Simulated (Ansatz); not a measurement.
## The (223) surface of tetragonal indium in its 1x1 cell, outermost plane spacing 0.48 Å in the ideal cut

Calculation: PBE (plane waves to 420 eV, PAW; Ansatz, an electronic-structure program).

Model: 22-atom slab, 10.1 Å thick at the start (thin: gaps and levels are the slab's own), 8x3x1 mesh, Fermi-Dirac 0.1 eV, dipole correction, all atoms relaxed; held to the part of the start's symmetry that mesh and held atoms allow; no spin, no spin-orbit, no U.

* **work function of the top face**: 3.81 eV
* **energy released by relaxation**: 0.30 eV
* **cost**: roughly 24 core-minutes
